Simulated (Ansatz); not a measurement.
**VAs in the CsCl type structure (space group Pm-3m, No. 221; a hypothetical phase, not in the database extracts checked)**

```cif
data_AsV
_chemical_formula_sum 'V1 As1'
_space_group_name_H-M_alt 'P 1'
_space_group_IT_number 1
_cell_length_a 3.02716
_cell_length_b 3.02716
_cell_length_c 3.02716
_cell_angle_alpha 90.000
_cell_angle_beta 90.000
_cell_angle_gamma 90.000
loop_
_space_group_symop_operation_xyz
  'x, y, z'
loop_
_atom_site_label
_atom_site_type_symbol
_atom_site_fract_x
_atom_site_fract_y
_atom_site_fract_z
_atom_site_occupancy
V1 V 0.00000 0.00000 0.00000 1
As1 As 0.50000 0.50000 0.50000 1
```

Level of theory: PBEsol (Ansatz, a first-principles code; PAW; 420 eV plane waves; without spin-orbit coupling). Γ-centred 15×15×15 mesh, Fermi–Dirac width 0.05 eV.

The volume per atom is 13.87 Å³ and the density is 7.53 g/cm³. The band gap is zero. The total energy comes out as -3849.430 eV/atom (σ→0; compares only within this code and set-up).

Whether these cells are dynamically stable was not tested. Starting moments died away, wholly or in part, for the base; another magnetic solution may exist. The final runs are not spin-polarised.
